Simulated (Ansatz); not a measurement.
The starting structures come from a database of crystals and need not be the phases stable at ambient conditions.

Inside the gap of an insulator the Bloch states are evanescent, with a wavenumber k + iκ along the transport direction.

Data:

```
CELL_PARAMETERS angstrom
      8.16377     0.00000     0.00000
      0.00000     8.16377     0.00000
      0.00000     0.00000     6.24676
ATOMIC_POSITIONS crystal
  Cs 0.50000 0.50000 0.00000
  Cs 0.00000 0.00000 0.00000
  Cs 0.81549 0.31549 0.50000
  Cs 0.18451 0.68451 0.50000
  Cs 0.68451 0.81549 0.50000
  Cs 0.31549 0.18451 0.50000
  H  0.50000 0.50000 0.50000
  H  0.00000 0.00000 0.50000
  H  0.39792 0.89792 0.81498
  H  0.60208 0.10208 0.18502
  H  0.10208 0.39792 0.81498
  H  0.89792 0.60208 0.18502
  H  0.60208 0.10208 0.81498
  H  0.39792 0.89792 0.18502
  H  0.89792 0.60208 0.81498
  H  0.10208 0.39792 0.18502
  Pt 0.50000 0.00000 0.00000
  Pt 0.00000 0.50000 0.00000
```

Space group of this cell: P4/mbm. The cell is taken as given.

Transport runs along the normal of the first two printed cell vectors, the (001) plane of the conventional cell.

The gap is the functional's own, uncorrected, and κ follows it; spin-orbit coupling is left out. Mid-gap values are interpolated between the computed energies.

**Question.** Estimate the band gap and the smallest decay constant κ at mid-gap that Ansatz (an electronic-structure program) with r2SCAN returns for this system.

**Answer.** Gap 2.44 eV on a 4×4×6 mesh; κ = 0.299 1/Å, at the zone centre.
